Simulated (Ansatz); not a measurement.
**Ti2B (model structure, started from the Ca2N type, R-3m, No. 166, 3 atoms in the cell)**

Level of theory: r²SCAN (plane waves, PAW; Ansatz, a program for electronic structure).

Settings: plane-wave cutoff 560 eV, 20×20×20 k mesh, Fermi–Dirac smearing 0.05 eV, no spin polarisation, scalar-relativistic PAW data made under PBE.

Cell (relaxed at this level):

Ti2B has the trigonal space group R-3m, hexagonal axes (No. 166), Pearson symbol hR3. Lattice parameters: a = 3.203 Å, b = 3.203 Å, c = 14.429 Å, α = 90.00°, β = 90.00°, γ = 120.00°. Ti on 6c is coordinated by 3 B at 2.205 Å and 6 Ti at 3.033 Å and 6 Ti at 3.203 Å. B on 3a is surrounded by 6 Ti at 2.205 Å (octahedral). (Neighbours: up to the widest gap in distance over summed covalent radii, below 1.35, at either atom; cation-cation and far metal-metal contacts left out.)
(The calculation used a cell of 3 atoms; values per cell refer to that cell.)

For Ti2B (model structure, started from the Ca2N type, R-3m, No. 166, 3 atoms in the cell), the bulk modulus B0 comes out as 116 GPa.

Note: the run has no spin polarisation, so it can have missed a magnetic state; the bulk modulus is −V dP/dV from two relaxed cells at ±2 % in volume; the relaxation could raise the start's symmetry but not lower it, so the cell can be a saddle point.

Computed values are for the static lattice.

A model structure was made by putting elements into a prototype or built by hand; it is no filed structure, need not be a known phase, and can be a saddle point held by its symmetry.
